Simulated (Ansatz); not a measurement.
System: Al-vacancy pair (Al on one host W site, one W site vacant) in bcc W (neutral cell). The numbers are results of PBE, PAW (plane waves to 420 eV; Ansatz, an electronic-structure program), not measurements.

36-site cell at the relaxed PBE lattice, a 2×2×3 k-point mesh shifted by half a step, smearing 0.10 eV, spin-restricted, no finite-size correction. Energies are static. Spin-orbit coupling is left out. Forms of the defect that were not tried may lie lower.

Barriers: single points on a 3×3×5 k-point mesh shifted by half a step at the bands' geometries (they differ from the bands' own by up to 0.12 eV, and are uncertain by about as much).

The step: direct exchange of Al with the vacancy (Al-vacancy distance between ideal sites 2.76 Å throughout). Atoms about the jump, Cartesian Å from the middle of the jump, before and after:

```csv
atom,x0,y0,z0,x1,y1,z1
Al1,-0.69,-0.69,-0.70,0.69,0.69,0.70
W2,-0.78,2.35,-0.78,-0.82,2.41,-0.82
W3,2.35,-0.78,-0.78,2.41,-0.82,-0.82
W4,-2.41,0.82,0.82,-2.35,0.78,0.78
W5,0.82,-2.41,0.82,0.78,-2.35,0.78
W6,-0.79,-0.79,2.38,-0.82,-0.82,2.43
W7,0.82,0.82,-2.43,0.79,0.79,-2.38
W8,-2.38,-2.38,0.80,-2.36,-2.36,0.77
W9,2.36,2.36,-0.77,2.38,2.38,-0.80
W10,-0.78,2.36,2.36,-0.80,2.38,2.38
W11,2.36,-0.78,2.36,2.38,-0.80,2.38
W12,-2.38,0.80,-2.38,-2.36,0.78,-2.36
W13,0.80,-2.38,-2.38,0.78,-2.36,-2.36
```

Problem. Predict the transition state.

Solution. 
```csv
atom,x,y,z
Al1,0.00,0.00,-0.01
W2,-0.82,2.41,-0.83
W3,2.41,-0.82,-0.83
W4,-2.42,0.82,0.81
W5,0.82,-2.42,0.81
W6,-0.82,-0.82,2.42
W7,0.82,0.82,-2.44
W8,-2.36,-2.36,0.76
W9,2.36,2.36,-0.78
W10,-0.79,2.36,2.34
W11,2.36,-0.78,2.34
W12,-2.36,0.78,-2.36
W13,0.78,-2.36,-2.36
```
It lies 0.56 eV above the start and 0.56 eV above the end. The saddle point's order was not checked, and it lies on a symmetry element of the cell, where a band can be held.
